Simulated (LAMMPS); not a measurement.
MD of Cu (fcc) at zero pressure, 256 atoms, as a crystal; each row is its own run.

Method: MD with a machine-learned potential, pair style snap, file Cu_Zuo_JPCA2020.quadratic.snap, run in LAMMPS.

```
T (K)  enthalpy (eV/atom)
-----  ------------------
200               -4.0493
300               -4.0216
610               -3.9379
810               -3.8816
1220              -3.7577
1430              -3.6936
```

Question: Fit a straight line, y = a + b x, to these rows (x is the first column, y the second) and predict the run at x = 1020.

Answer: Least squares gives a = -4.1103 and b = 0.0002889. At x = 1020 the fit predicts -3.8156 eV/atom. The run itself gave -3.8203 ± 0.0008 eV/atom, so the fit is 4.7 meV/atom high.

Caution (rows 1020; 1220; 1430): a run this short can hold a crystal over, or a liquid under, the potential's own melting point, which these runs don't give.

Caution (row 1430): this crystal lies over the measured melting point of 1358 K, so it is superheated or the potential melts high.
